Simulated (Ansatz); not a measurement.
The starting structures come from a database of crystals and need not be the phases stable at ambient conditions.

 Where the default PAW files enter, the runs use the earlier of Ansatz's two default sets.

Tunnelling through a barrier is set by its complex band structure: the current falls as exp(−2κd) with the smallest κ.

Given:

```
CELL_PARAMETERS angstrom
      3.86549     0.00000     0.00000
      0.00000     5.45561     0.00000
      0.00000     0.00000     3.86549
ATOMIC_POSITIONS crystal
  Al 0.50000 0.50000 0.50000
  Ga 0.00000 0.00000 0.00000
  P  0.50000 0.74961 0.00000
  P  0.00000 0.25039 0.50000
```

Space group of this cell: P-4m2. The cell is taken as given; by LDA its mean pressure is -2.3 GPa.

Transport runs along the normal of the first two printed cell vectors, the (100) plane of the conventional cell.

No gap correction and no spin-orbit coupling; mid-gap values are interpolated between computed energies.

Task: State the band gap and the smallest decay constant κ at mid-gap according to LDA (Ansatz, a quantum-chemistry and plane-wave program).

Result: Gap 1.48 eV on a 8×6×8 mesh; κ = 0.116 1/Å, at the zone centre.
